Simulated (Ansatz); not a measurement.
VN (space group Pm-3m, No. 221; a hypothetical phase, not in the database extracts checked)

```cif
data_N3V3
_chemical_formula_sum 'V3 N3'
_space_group_name_H-M_alt 'P 1'
_space_group_IT_number 1
_cell_length_a 3.90117
_cell_length_b 3.90117
_cell_length_c 3.90117
_cell_angle_alpha 90.000
_cell_angle_beta 90.000
_cell_angle_gamma 90.000
loop_
_space_group_symop_operation_xyz
  'x, y, z'
loop_
_atom_site_label
_atom_site_type_symbol
_atom_site_fract_x
_atom_site_fract_y
_atom_site_fract_z
_atom_site_occupancy
V1 V 0.00000 0.50000 0.50000 1
V2 V 0.50000 0.00000 0.50000 1
V3 V 0.50000 0.50000 0.00000 1
N1 N 0.50000 0.00000 0.00000 1
N2 N 0.00000 0.50000 0.00000 1
N3 N 0.00000 0.00000 0.50000 1
```

Computed with PBEsol (Ansatz, an electronic-structure program, PAW, spin-orbit coupling left out). k-mesh 12×12×12 (Γ-centred); smearing 0.05 eV (Fermi–Dirac).

| Item | Result |
|---|---|
| Volume per atom | 9.90 Å³ |
| Density | 5.45 g/cm³ |
| Band gap | zero |
| Total energy | -1632.555 eV/atom (σ→0; compares only within this code and set-up) |

No phonon test of stability was made. Seeded moments were not kept for the base. The final runs are not spin-polarised.
